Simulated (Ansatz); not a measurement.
The starting structures come from a database of crystals and need not be the phases stable at ambient conditions.

Here is the system:

```
LiGeN
1.0
    3.01241     0.00000     0.00000
   -1.50620     2.60882     0.00000
    0.00000     0.00000     9.41946
Li Ge N
2 2 2
Direct
  0.66667   0.33333   0.74339
  0.33333   0.66667   0.24339
  0.00000   0.00000   0.49802
  0.00000   0.00000   0.99802
  0.33333   0.66667   0.60322
  0.66667   0.33333   0.10322
```

Space group of this cell: P6_3mc. The cell is taken as given; by r2SCAN its mean pressure is -2.9 GPa.

Transport runs along the normal of the first two printed cell vectors, the (001) plane of the conventional cell.

The gap is the functional's own. No spin-orbit coupling. Mid-gap values are interpolated on the energy grid.

Problem. Compute, with r2SCAN (Ansatz, a first-principles code), the band gap and the smallest decay constant κ at mid-gap.

Solution. Gap 1.78 eV on a 12×12×4 mesh; κ = 0.225 1/Å, at the zone centre.
